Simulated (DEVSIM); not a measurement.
Structure: abrupt InP p-n junction, at 400 K.

Layer 1 from the left is InP, thickness (μm) 0.280, Na (cm⁻³) 8.1e15, τn (s) 4.8e-8, τp (s) 4.8e-8. Layer 2 from the left is InP, thickness (μm) 290, Nd (cm⁻³) 2.5e16, τn (s) 4.8e-8, τp (s) 4.8e-8.

Left contact: ohmic. Right contact: ohmic. Voltage is applied to the left contact. Recombination: SRH at mid-gap, radiative. Mobility is μmin + (μ − μmin)/(1 + (N/Nref)^α).

This is a model device: material constants are rounded textbook-type values typed into the input, and sizes, dopings and lifetimes were drawn at random. Values at 300 K; Nc and Nv go as T^1.5, mobilities as T to minus their exponent, the gap by Varshni's rule with the affinity fixed.

InP: gap (eV) 1.344, affinity (eV) 4.38, permittivity 12.5, Nc (cm⁻³) 5.7e17, Nv (cm⁻³) 1.1e19, μn (cm²/Vs) 5200, μp (cm²/Vs) 170, μn,min 400, μp,min 10, Nref,n 3e17, Nref,p 4.9e17, αn 0.47, αp 0.62, T exponent of μn 2, T exponent of μp 2, B (cm³/s) 1.2e-10, Varshni α (eV/K) 0.000363, Varshni β (K) 162.

DEVSIM, 1D drift-diffusion, Boltzmann statistics, complete ionisation; no tunnelling, impact ionisation, image-force lowering or self-heating.

**Question.** What does the simulation give for the dark forward voltage at 1 A/cm², the dark forward voltage at 100 A/cm², the largest field in the device at zero bias?

**Answer.** dark forward voltage at 1 A/cm² 0.568 V; dark forward voltage at 100 A/cm² 1.052 V; largest field in the device at zero bias 40000 V/cm.
